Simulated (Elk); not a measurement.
Elk is run on NbTc (Cmmm, 2 atoms in the cell), and the run fails. The aim is a self-consistent single point with DFT, PBEsol, all-electron FP-LAPW, Elk's shipped species files, LAPW+lo basis.

Cell that was meant: a = 2.7816 Å, b = 2.7816 Å, c = 4.3906 Å, α = 90.00°, β = 90.00°, γ = 110.54°.

Part of the input:

```
tasks
  20

xctype
  22
[...]
vkloff
  0.5 0.5 0.5

plot1d
  12 111
   0.00000000   0.00000000   0.00000000   : G
   0.37014526   0.37014526   0.00000000   : X
   0.00000000   0.50000000   0.00000000   : S
   0.00000000   0.50000000   0.50000000   : R
   0.37014526   0.37014526   0.50000000   : A
   0.00000000   0.00000000   0.50000000   : Z
   0.00000000   0.00000000   0.00000000   : G
  -0.50000000   0.50000000   0.00000000   : Y
  -0.37014526   0.62985474   0.00000000   : X1
  -0.37014526   0.62985474   0.50000000   : A1
  -0.50000000   0.50000000   0.50000000   : T
  -0.50000000   0.50000000   0.00000000   : Y
```

The program printed (abridged):

```
│ Elk code version 10.2.4 started │

│ Current task : 20 │
Info(checkmt): changed muffin-tin radius of species   1 (Nb) from   2.6000 to   2.5333
Info(checkmt): changed muffin-tin radius of species   2 (Tc) from   2.6000 to   2.5333

Error(readstate): error opening STATE.OUT
```

Problem. Read the log: what does the program object to, and what is the fix?

Solution. The fault is a non-self-consistent run without a saved density. Such a run reads the density of an earlier self-consistent run. To fix it, run the self-consistent step first. The program stopped before any SCF iteration.

An input that runs soundly differs in these lines (not the only fix; some lines may just follow from the change or write a value another way):
```diff
-  20
+  0
-plot1d
-  12 111
-   0.00000000   0.00000000   0.00000000   : G
-   0.37014526   0.37014526   0.00000000   : X
-   0.00000000   0.50000000   0.00000000   : S
-   0.00000000   0.50000000   0.50000000   : R
-   0.37014526   0.37014526   0.50000000   : A
-   0.00000000   0.00000000   0.50000000   : Z
-   0.00000000   0.00000000   0.00000000   : G
-  -0.50000000   0.50000000   0.00000000   : Y
-  -0.37014526   0.62985474   0.00000000   : X1
-  -0.37014526   0.62985474   0.50000000   : A1
-  -0.50000000   0.50000000   0.50000000   : T
-  -0.50000000   0.50000000   0.00000000   : Y
-
```

With that input, the run converged in 17 iterations: total energy -220491.6574 eV; Fermi level (on the code's own zero) 12.75 eV (DFT, PBEsol, all-electron FP-LAPW, Elk's shipped species files, LAPW+lo basis).

On the sound input: the starting cell comes from a database of computed structures (which also holds hypothetical and non-ambient phases and stackings), without a prior relaxation at this level. Its lattice was rescaled by a random factor within 2.5 % of one. Spin polarisation is off. Values depend on the basis (sphere radii, cutoffs, local orbitals), which need not be converged. Without a gap this mesh is coarse (it stands for a supercell whose shortest vector is 18 Å).
